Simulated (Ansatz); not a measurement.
The starting structures come from a database of crystals and need not be the phases stable at ambient conditions.

 Where the default PAW files enter, the runs use the earlier of Ansatz's two default sets.

The decay constant κ of evanescent states in the gap governs leakage through a thin film.

Data:

```yaml
crystal:
  lattice:
    - [4.54535, 0.00000, 0.00000]
    - [0.00000, 4.90920, 0.00000]
    - [0.00000, 0.00000, 5.35403]
  atoms:
    - { symbol: Ti, position: [0.50000, 0.75000, 0.67299] }
    - { symbol: Ti, position: [0.50000, 0.25000, 0.32701] }
    - { symbol: Ti, position: [0.00000, 0.25000, 0.82701] }
    - { symbol: Ti, position: [0.00000, 0.75000, 0.17299] }
    - { symbol: O, position: [0.27145, 0.08135, 0.61828] }
    - { symbol: O, position: [0.72855, 0.91865, 0.38172] }
    - { symbol: O, position: [0.22855, 0.58135, 0.88172] }
    - { symbol: O, position: [0.77145, 0.41865, 0.11828] }
    - { symbol: O, position: [0.77145, 0.91865, 0.88172] }
    - { symbol: O, position: [0.22855, 0.08135, 0.11828] }
    - { symbol: O, position: [0.72855, 0.41865, 0.61828] }
    - { symbol: O, position: [0.27145, 0.58135, 0.38172] }
```

Space group of this cell: Pbcn. The cell is strained (lengths along the current scaled by 0.97, ions clamped); by r2SCAN its mean pressure is 6.5 GPa.

Transport runs along the normal of the first two printed cell vectors.

The gap is the functional's own. No spin-orbit coupling. Mid-gap values are interpolated on the energy grid.

Problem. Predict the band gap and the smallest decay constant κ at mid-gap from r2SCAN (Ansatz, a program for electronic structure).

Solution. Gap 3.01 eV on a 8×6×6 mesh; κ = 0.370 1/Å, at the zone centre.
